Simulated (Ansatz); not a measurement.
The starting structures come from a database of crystals and need not be the phases stable at ambient conditions.

 Where the default PAW files enter, the runs use the earlier of Ansatz's two default sets.

By PBEsol, the system below comes out a metal.

Consider the following.

```
Sb
1.0
    3.30608     0.00000     0.00000
   -1.10203     3.11700     0.00000
    1.10203     1.55850     2.69940
Sb
1
Direct
  0.00000   0.00000   0.00000
```

Space group of this cell: Im-3m, bcc (W type). The cell is strained (all lengths scaled by 1.02); by PBEsol its mean pressure is -4.2 GPa.

The current flows along the normal of the first two printed cell vectors, the (110) plane of the conventional cell. No spin-orbit coupling; the value is a mean over 0.1 eV about the Fermi level.

Question: Estimate the ballistic conductance per area that PBEsol in Ansatz (an electronic-structure program) returns for this system.

Answer: 1.3 × 10¹⁵ S/m² for both spins.
